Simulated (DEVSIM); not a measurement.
# abrupt Ge p-n junction

Device: abrupt Ge p-n junction, at 300 K.

```csv
layer (left to right),material,thickness (μm),Nd (cm⁻³),Na (cm⁻³),τn (s),τp (s)
1,Ge,0.110,-,7.3e16,2.1e-6,2.1e-6
2,Ge,6.50,1.6e15,-,2.1e-6,2.1e-6
```

Left contact: ohmic. Right contact: ohmic. Voltage is applied to the left contact. Recombination: SRH at mid-gap, radiative. Mobility is constant in doping.

This is a model device: material constants are rounded textbook-type values typed into the input, and sizes, dopings and lifetimes were drawn at random. Values at 300 K.

```
parameter           Ge
-------------  -------
gap (eV)         0.664
affinity (eV)        4
permittivity        16
Nc (cm⁻³)      1.04e19
Nv (cm⁻³)         6e18
μn (cm²/Vs)       3900
μp (cm²/Vs)       1900
B (cm³/s)      6.4e-14
```

Model (solved in DEVSIM): 1D drift-diffusion, Boltzmann statistics, complete ionisation; no tunnelling, impact ionisation, image-force lowering or self-heating.

```
Item                                                Value
---------------------------------------------  ----------
Potential step across the device at zero bias     0.323 V
Largest field in the device at zero bias       15000 V/cm
Dark forward voltage at 1 A/cm²                   0.113 V
Dark forward voltage at 100 A/cm²                 0.266 V
```

Dark forward current:

(V (V), J (A/cm²)): (0.05, 0.078); (0.10, 0.61); (0.15, 4.0); (0.20, 21); (0.25, 75); (0.30, 190); (0.35, 370); (0.40, 630); (0.45, 970); (0.50, 1400); (0.55, 1900); (0.60, 2400)

Dark reverse current:

```
V (V)   J (A/cm²)
------  ---------
-0.20      -0.014
-0.50      -0.015
-1.00      -0.016
-1.50      -0.016
-2.00      -0.017
-3.00      -0.019
-4.00      -0.020
-5.00      -0.022
-6.50      -0.024
-8.00      -0.027
-10.00     -0.031
```
